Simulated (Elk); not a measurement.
**A self-consistent single point of a sheet of TiS2 (3 atoms in the cell) with Elk**

Level of theory: PBE, all-electron FP-LAPW, Elk's shipped species files, APW+lo basis with extra local orbitals in Elk 10.2.4.

The input file:

```
tasks
  0

xctype
  20

rgkmax
  7.5

gmaxvr
  14.0

nxlo
  2

lorbcnd
  .true.

rmtscf
  0.95

lmaxi
  2

stype
  3

swidth
  0.00367493

avec
    6.6213440260   -0.0000001936    0.0000000000
   -3.3106718453    5.7342522305    0.0000000000
    0.0000000000    0.0000000000   31.7166095860

sppath
  './'

atoms
  2   : nspecies
  'Ti.in'   : spfname
  1   : natoms; atposl, bfcmt below
  0.0000000000  0.0000000000  0.5000000000    0.0 0.0 0.0
  'S.in'   : spfname
  2   : natoms; atposl, bfcmt below
  0.3333333333  0.6666666667  0.5829290000    0.0 0.0 0.0
  0.6666666667  0.3333333333  0.4170710000    0.0 0.0 0.0

ngridk
  6 6 1
```

The program printed (abridged):

```
│ Elk code version 10.2.4 │

All units are atomic (Hartree, Bohr, etc.)

│ Ground-state run starting from atomic densities │

Lattice vectors :
   6.621344026     -0.1936000000E-06   0.000000000
  -3.310671845       5.734252231       0.000000000
   0.000000000       0.000000000       31.71660959

Unit cell volume      :    1204.230699
Brillouin zone volume :   0.2059823036

Muffin-tin inner radius fraction :   0.1000000000E-01

Nuclei treated as point charges

Species :    1 (Ti)
 parameters loaded from : Ti.in
 name : titanium
 nuclear charge    :   -22.00000000
 electronic charge :    22.00000000
 atomic mass :    87256.20310
 muffin-tin radius :    2.280000000
 number of radial points in muffin-tin :    497
 atomic positions (lattice), magnetic fields (Cartesian) :
   1 :   0.00000000  0.00000000  0.00000000    0.00000000  0.00000000  0.00000000

Species :    2 (S)
 parameters loaded from : S.in
 name : sulphur
 nuclear charge    :   -16.00000000
 electronic charge :    16.00000000
 atomic mass :    58450.91926
 muffin-tin radius :    2.090000000
 number of radial points in muffin-tin :    397
 atomic positions (lattice), magnetic fields (Cartesian) :
   1 :   0.33333333 -0.33333333  0.08292900    0.00000000  0.00000000  0.00000000
   2 :  -0.33333333  0.33333333 -0.08292900    0.00000000  0.00000000  0.00000000

Total number of atoms per unit cell :    3

Spin treatment :
 spin-unpolarised

Number of Bravais lattice symmetries :   24
Number of crystal symmetries         :   12
Crystal has inversion symmetry
Real symmetric eigensolver will be used

k-point grid :      6     6     1
k-point offset :    0.000000000       0.000000000       0.000000000
k-point set is reduced with full crystal symmetry group
Total number of k-points :        7

Muffin-tin radius times maximum |G+k| :    7.500000000
 using average radius
Maximum |G+k| for APW functions       :    3.482972136
   [... lines left out ...]
 potential will be trimmed for |G| > 2 gkmax
Constant for pseudocharge density :    8
Radial integration step length :    4

G-vector grid sizes :     30    30   144
Number of G-vectors :    55863

Maximum angular momentum used for
 APW functions                      :    8
 outer part of muffin-tin           :    6
 inner part of muffin-tin           :    2

Total nuclear charge    :   -54.00000000
Total core charge       :    30.00000000
Total valence charge    :    24.00000000
Total excess charge     :    0.000000000
Total electronic charge :    54.00000000

Effective Wigner radius, rₛ :    1.746126788

Number of empty states         :   12
Total number of valence states :   24
Total number of core states    :   30

Conduction state local-orbitals added automatically
Total number of local-orbitals :  210

Exchange-correlation functional :     20     0     0
 Perdew-Burke-Ernzerhof, Phys. Rev. Lett. 77, 3865 (1996)
 gradient requirement :    1
 generalised gradient approximation (GGA)

Smearing type :    3
 Fermi-Dirac
Smearing width :   0.3674930000E-02
Effective electronic temperature (K) :    1160.451112

Mixing type :    3
 Broyden mixing, J. Phys. A: Math. Gen. 17, L317 (1984)

Kohn-Sham potential initialised from atomic data
│ Self-consistent loop started │
│ Loop number : 1 │
 total energy                :     -1653.03276626
│ Loop number : 2 │
 total energy                :     -1653.21870039
RMS change in Kohn-Sham potential (target) :   0.4041148565     (  0.1000000000E-05)
Absolute change in total energy (target)   :   0.1859341313     (  0.1000000000E-03)
│ Loop number : 3 │
 total energy                :     -1652.90877419
RMS change in Kohn-Sham potential (target) :   0.4003382856     (  0.1000000000E-05)
Absolute change in total energy (target)   :   0.2634426713     (  0.1000000000E-03)
│ Loop number : 4 │
 total energy                :     -1653.25746095
RMS change in Kohn-Sham potential (target) :   0.3772686860     (  0.1000000000E-05)
Absolute change in total energy (target)   :   0.2828260955     (  0.1000000000E-03)
│ Loop number : 5 │
 total energy                :     -1653.57590668
RMS change in Kohn-Sham potential (target) :   0.2885955050     (  0.1000000000E-05)
Absolute change in total energy (target)   :   0.3891522475     (  0.1000000000E-03)
   [... lines left out ...]
Absolute change in total energy (target)   :   0.1043467889E-03 (  0.1000000000E-03)
│ Loop number : 37 │
 total energy                :     -1652.49303242
RMS change in Kohn-Sham potential (target) :   0.8016856219E-05 (  0.1000000000E-05)
Absolute change in total energy (target)   :   0.4237173853E-03 (  0.1000000000E-03)
│ Loop number : 38 │
 total energy                :     -1652.49320239
RMS change in Kohn-Sham potential (target) :   0.7084937830E-05 (  0.1000000000E-05)
Absolute change in total energy (target)   :   0.6403698148E-04 (  0.1000000000E-03)
│ Loop number : 39 │
 total energy                :     -1652.49305159
RMS change in Kohn-Sham potential (target) :   0.1216639371E-05 (  0.1000000000E-05)
Absolute change in total energy (target)   :   0.1347854020E-03 (  0.1000000000E-03)
│ Loop number : 40 │
 total energy                :     -1652.49308823
RMS change in Kohn-Sham potential (target) :   0.6838845019E-06 (  0.1000000000E-05)
Absolute change in total energy (target)   :   0.2943043910E-05 (  0.1000000000E-03)
Convergence targets achieved

│ Loop number : 41 │

Energies :
 Fermi                       :    -0.827941675365E-01
 sum of eigenvalues          :     -961.741679315
 electron kinetic            :      1663.56998352
 core electron kinetic       :      1568.29051432
 Coulomb                     :     -3222.51551512
 Coulomb potential           :     -2504.39772102
 nuclear-nuclear             :      488.324104355
 electron-nuclear            :     -4917.28151793
 Hartree                     :      1206.44189846
 Madelung                    :     -1970.31665461
 xc potential                :     -120.913941816
 exchange                    :     -91.3683523366
 correlation                 :     -2.17841478188
 electron entropic           :    -0.769757681170E-03
 total energy                :     -1652.49306848

Density of states at Fermi energy :    15.75013746
 (states/Hartree/unit cell)

Estimated indirect band gap :   0.1010391929E-01
 from k-point      1 to k-point      4
Estimated direct band gap   :   0.1777197683E-01
 at k-point      1

Charges :
 core                        :    30.00000000
 valence                     :    24.00000000
 interstitial                :    5.628891825
 muffin-tins (core leakage)
  species :    1 (Ti)
   atom    1                 :    20.01332927     (  0.2154342482E-08)
  species :    2 (S)
   atom    1                 :    14.17888945     (  0.1443384600E-03)
   atom    2                 :    14.17888945     (  0.1443384600E-03)
 total in muffin-tins        :    48.37110818
 total calculated charge     :    53.99605766
 total charge                :    54.00000000
 error                       :   0.3942335287E-02

│ Self-consistent loop stopped │
```

The run converged in 41 iterations. The count includes the last loop, which Elk runs after its targets are met.

The starting cell was generated: these elements placed on a structure prototype, without a prior relaxation; it need not be a known phase or ordering of this composition. Its lattice was rescaled in the plane by a random factor within 2.5 % of one. Spin polarisation is off, so a magnetic state, if there is one, cannot be reached. Values depend on the basis (sphere radii, cutoffs, local orbitals), which need not be converged. The log's line on a gap gives a spacing of levels on this mesh, which the program prints for metals too.

Cost on one core of a shared machine: roughly 3 min.
